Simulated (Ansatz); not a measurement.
Take C (space group Ia-3, No. 206; a = 4.449 Å; a hypothetical phase, not in the database extracts checked) as the base.

Levels (all Ansatz, an electronic-structure program, PAW): PBEsol (420 eV, scalar-relativistic without spin-orbit coupling); r2SCAN (500 eV, without spin-orbit coupling).

The geometry is relaxed with PBEsol.

| Quantity | Value |
|---|---|
| PBEsol lowest conduction level above the VBM at special points | H 2.30 eV; N 3.92 eV; Γ 5.37 eV; P 6.23 eV |
| PBEsol pressure | 0.00 GPa |
| PBEsol gap character | direct at H |

**Question.** Predict the lowest conduction level above the VBM at special points, pressure and gap character from r2SCAN.

**Answer.** The lowest conduction level above the VBM at special points goes from H 2.30 eV; N 3.92 eV; Γ 5.37 eV; P 6.23 eV to H 2.56 eV; N 4.25 eV; Γ 5.72 eV; P 6.62 eV; the pressure goes from zero to 4.40 GPa; the gap character stays direct at H.

Single points use the geometry relaxed with PBEsol. Their cutoffs differ, which shifts pressures a little. Whether these cells are dynamically stable was not tested.
